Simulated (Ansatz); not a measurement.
Worked example: relaxation of cell and atoms of LaOF (P4/nmm, 6 atoms in the cell) in Ansatz (an electronic-structure program).

Method: LDA (PW92), default PAW files made with PBE (plane waves; Ansatz).

The change in words: atoms on their sites; basis.ecutwfc: 420 eV → 840 eV; relax: default → cell and atoms. Reference geometry:
```xyz
6
Lattice="4.0896 0.0000 0.0000 0.0000 4.0896 0.0000 0.0000 0.0000 5.8430" Properties=species:S:1:pos:R:3 pbc="T T T"
La     2.0448     0.0000     4.2319
La     0.0000     2.0448     1.6611
O      0.0000     0.0000     2.9215
O      2.0448     2.0448     2.9215
F      2.0448     2.0448     0.0000
F      0.0000     0.0000     0.0000
```

Reference input (self-consistent single point, DFT, LDA (PW92), plane waves, default PAW files made with PBE): basis.ecutwfc = 420 eV; kpoints.mp_grid.grid = 6 6 4; hamiltonian.xc = lda; hamiltonian.pseudopotentials = {kind: paw} (the program's default PAW files); scf.occupations.method = fermi_dirac; scf.occupations.width = 0.05 eV. This run's input differs from it in these lines:

Ansatz 0.2 input:
```diff
@@ -7,3 +7,3 @@
   atoms:
-    - { symbol: La, position: [0.500000, 0.000000, 0.724267] }
+    - { symbol: La, position: [0.500000, 0.000000, 0.715710] }
     - { symbol: La, position: [0.000000, 0.500000, 0.284290] }
@@ -14,3 +14,3 @@
 basis:
-  ecutwfc: 420.0
+  ecutwfc: 840.0
 kpoints:
@@ -22,2 +22,4 @@
   occupations: { method: fermi_dirac, width: 0.05 }
+relax:
+  cell: {}
 output:
```

Log, with long lists cut:

```
   [... SCF lines of the steps left out ...]
relax step   1: F+E_penalty+E_count = -14863.11347422 eV  Δ(F+E_penalty+E_count) = +0.000e0 eV  max|allowed force component| = 2.300e-1 eV/Å  Δτ_max = 0.0000 Å  P = -7.541 GPa  Ω = 97.722 Å³  (8 SCF iters, dr2 threshold 1.00e-7 eV, accepted)
relax step   2: F+E_penalty+E_count = -14863.04285298 eV  Δ(F+E_penalty+E_count) = +7.062e-2 eV  max|allowed force component| = 7.784e-2 eV/Å  Δτ_max = 0.0347 Å  P = +11.677 GPa  Ω = 84.726 Å³  energy of the carried Pulay correction = +2.485e-3 eV  [...]
   [... lines left out ...]
relax step   5: F+E_penalty+E_count = -14863.26822451 eV  Δ(F+E_penalty+E_count) = -1.393e-4 eV  max|allowed force component| = 6.559e-4 eV/Å  Δτ_max = 0.0022 Å  P = +0.002 GPa  Ω = 91.447 Å³  energy of the carried Pulay correction = +1.126e-3 eV  [...]
relax step   6: F+E_penalty+E_count = -14863.26718480 eV  Δ(F+E_penalty+E_count) = +1.040e-3 eV  max|allowed force component| = 5.680e-4 eV/Å  Δτ_max = 0.0000 Å  P = -0.003 GPa  Ω = 91.447 Å³  stress off target by 1.40e-2 GPa  SCF on the basis [...]
basis re-selected at this cell: Δ(F+E_penalty+E_count) = +1.040e-3 eV, ΔP = -0.005 GPa vs the last step
the relaxation is at rest under the 16 symmetry operations that the run kept from its start: a minimum is not shown …
Free energy (F): -14863.267185 eV
Internal energy: -14863.267185 eV  (E = F + TS)
E sigma→0 (E₀):  -14863.267185 eV
Fermi energy:    10.733553 eV
--- Forces (eV/Å), atoms counted from 1 ---
  atom   1  La    -0.00000000     0.00000000    -0.00056804
  atom   2  La     0.00000000     0.00000000     0.00056804
   [... lines left out ...]
  cell:  # Å, volume = 91.4473 Å³
   [... lines left out ...]
    - { symbol: La, position: [-4.56218461630379e-35, 0.49999999999999994, 0.28200109151901004] }
    - { symbol: O, position: [-1.0301707198105331e-35, -3.9857795706955144e-36, 0.5] }
    - { symbol: O, position: [0.49999999999999994, 0.49999999999999994, 0.5] }
    - { symbol: F, position: [0.49999999999999994, 0.49999999999999994, 0.0] }
    - { symbol: F, position: [8.535700249858703e-35, 2.2688283710112934e-36, 0.0] }
```

The run converged. 

Summary of the result:
| Item | Result |
|---|---|
| Free energy E − TS (on the zero of these files) | -14863.2672 eV |
| Top of the valence band (on the code's own zero) | 8.43 eV |
| Gap on the k-point mesh | 4.61 eV |
| Pressure | 0.00 GPa |
| Final cell | a = b = 4.001 Å, c = 5.713 Å, α = β = γ = 90.00° |
| Final volume per atom | 15.24 Å³ |
| Relaxation steps | 6 |

The starting cell comes from a database of computed structures (which also holds hypothetical and non-ambient phases and stackings), without a prior relaxation at this level. Its lattice was rescaled by up to half a per cent. The relaxation keeps the symmetry of its start, so its end need not be a minimum. Ansatz's pressure includes its estimate of the finite-basis (Pulay) stress.

Cost on one core of a shared machine: roughly 2 min.
